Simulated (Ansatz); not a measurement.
Defect migration in bcc W: Cu-vacancy pair (Cu on one host W site, one W site vacant), neutral cell. The step: direct exchange of Cu with the vacancy (Cu-vacancy distance between ideal sites 2.76 Å throughout); the atom moves 2.40 Å along (0.44, 0.44, 0.43) of the unit cell; the moving atom starts with neighbours 2 W at 2.71, W at 2.75, W at 2.79, 2 W at 2.80, W at 2.93, 2 W at 3.04, W at 3.06, 2 W at 3.26, W at 3.31 Å and ends with 2 W at 2.71, W at 2.75, W at 2.79, 2 W at 2.80, W at 2.93, 2 W at 3.04, W at 3.06, 2 W at 3.26, W at 3.31 Å. DFT values are from Ansatz (plane-wave PAW, 420 eV unless said) in a cell of 36 host sites, spin-restricted, static, with no finite-size correction. Forms of the defect that were not tried may lie lower. For the PBE band: the saddle point's order was not checked, and it lies on a symmetry element of the cell, where a band can be held.

| Level | Forward barrier (eV) | Cost of the band or of the saddle's single point |
|---|---|---|
| CHGNet universal potential (has no charge state), its own band | 0.38 | - |
| PBE, a 2×2×3 k-point mesh shifted by half a step, band relaxed | 0.47 | roughly 29 core-minutes |
| PBE, a 3×3×5 k-point mesh shifted by half a step, same geometries | 0.44 | around 5 core-minutes (rough) |
| r2SCAN at 500 eV, a 2×2×3 k-point mesh shifted by half a step, same geometries | 0.56 | about 3 core-minutes (a rough figure) |

Ansatz is a quantum-chemistry and plane-wave program.
